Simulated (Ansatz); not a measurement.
Base system: GaSb in the zinc blende structure (space group F-43m, No. 216; a = 6.132 Å). Axes: x, y, z lie along the cube axes.

Level of theory: r2SCAN (Ansatz, an electronic-structure program; PAW; 500 eV plane waves; scalar-relativistic without spin-orbit coupling).

Base values:

The band gap comes out as 0.41 eV and the shortest interatomic distance comes out as 2.655 Å.

Now apply this change: biaxial strain +2.50 %, plane normal [001], relaxed out of plane (Cartesian); in-plane vectors clamped, the third vector and the atoms free.

What happens to the band gap and shortest interatomic distance?

The band gap goes from 0.41 eV to zero; the shortest interatomic distance goes up by 0.026 Å to 2.681 Å.

Spin-orbit coupling, missing from the scalar runs, can matter with Sb. No phonon test of stability was made. All final runs are without spin polarisation. Gaps under 0.05 eV, about the width of the smearing, are given as zero. A zero or small gap of GaSb under biaxial strain +2.50 %, plane normal [001], relaxed out of plane can be the functional's error rather than a property of the material.
